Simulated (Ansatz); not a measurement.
The starting structures come from a database of crystals and need not be the phases stable at ambient conditions.

Here is the system:

```yaml
crystal:
  lattice:
    - [8.47613, 0.00000, 0.00000]
    - [-2.90125, 7.96414, 0.00000]
    - [-2.42673, -3.46676, 4.81986]
  atoms:
    - { symbol: Rb, position: [0.01972, 0.30958, 0.66465] }
    - { symbol: Rb, position: [0.98028, 0.69042, 0.33535] }
    - { symbol: Rb, position: [0.30958, 0.01972, 0.16465] }
    - { symbol: Rb, position: [0.69042, 0.98028, 0.83535] }
    - { symbol: Si, position: [0.50000, 0.50000, 0.75000] }
    - { symbol: Si, position: [0.50000, 0.50000, 0.25000] }
    - { symbol: As, position: [0.43472, 0.24398, 0.83935] }
    - { symbol: As, position: [0.56528, 0.75602, 0.16065] }
    - { symbol: As, position: [0.24398, 0.43472, 0.33935] }
    - { symbol: As, position: [0.75602, 0.56528, 0.66065] }
```

Space group of this cell: Ibam. The cell is taken as given; by PBEsol its mean pressure is -0.5 GPa.

Transport runs along the normal of the first two printed cell vectors.

The gap is the functional's own, uncorrected, and κ follows it; spin-orbit coupling is left out. Mid-gap values are interpolated between the computed energies.

Predict the band gap and the smallest decay constant κ at mid-gap from Ansatz (a first-principles code) with PBEsol.

Gap 0.94 eV on a 6×6×6 mesh; κ = 0.130 1/Å, at the zone centre.
